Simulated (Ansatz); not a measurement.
Start from CuAu (space group P4/mmm, No. 123; a = 2.813 Å, c = 3.593 Å; relaxed with 0.1 eV smearing). Axes: x, y, z lie along a, b, c of the conventional cell.

All numbers come from PBEsol (Ansatz, a program for electronic structure, PAW, spin-orbit coupling left out).

Strains are applied to the cell and any free atomic positions relax.

One change was made to it. Results:

```json
[
 {"quantity": "energy relative to the base (free energy F)", "base": "0 meV/atom", "after": "+5.3 meV/atom"},
 {"quantity": "pressure (mean of the normal stresses, compression positive)", "base": "0.0 GPa", "after": "4.6 GPa"}
]
```

Q: Which of these changes matches the shifts?
A. uniaxial strain ε_zz = +2.50 %
B. uniaxial strain ε_zz = +1.00 %
C. uniaxial strain ε_zz = −2.50 %
D. uniaxial strain ε_zz = −0.50 %

A: C, uniaxial strain ε_zz = −2.50 %. For comparison, the pressure in the other runs: uniaxial strain ε_zz = +1.00 % gives -1.6 GPa; uniaxial strain ε_zz = −0.50 % gives 0.9 GPa; uniaxial strain ε_zz = +2.50 % gives -3.9 GPa.

Stability against distortions was not tested. The final runs are not spin-polarised.
